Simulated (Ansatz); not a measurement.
**ScAl3N4 (model structure, P-6m2, No. 187, 8 atoms in the cell)**

All values below come from r²SCAN (Ansatz, a quantum-chemistry and plane-wave program, plane waves, PAW).

Settings: plane-wave cutoff 560 eV, 12×12×4 k mesh (along the axes of the cell as run), Fermi–Dirac smearing 0.01 eV, scalar-relativistic PAW data made under PBE.

Cell (relaxed at this level):

```xyz
8
Lattice="3.4353 0.0000 0.0000 -1.7176 2.9751 0.0000 0.0000 0.0000 8.3834" Properties=species:S:1:pos:R:3 pbc="T T T"
Al     0.0000     0.0000     0.0977
Al     0.0000     1.9834     2.1003
N      0.0000     0.0000     2.1002
N      0.0000     1.9834     4.0845
Al     0.0000     0.0000     4.1029
Sc     0.0000     1.9834     6.2920
N      0.0000     0.0000     6.2918
N      0.0000     1.9834     0.1159
```

```yaml
band_gap: 3.07 eV (on the SCF k mesh)
bulk_modulus: 203 GPa
```

Note: the bulk modulus is −V dP/dV from two relaxed cells at ±2 % in volume; the relaxation could raise the start's symmetry but not lower it, so the cell can be a saddle point.

Static lattice: no zero-point or thermal effects.

Cost on a shared machine: roughly 7 core-minutes.

A model structure was made by putting elements into a prototype or built by hand; it is no filed structure, need not be a known phase, and can be a saddle point held by its symmetry.
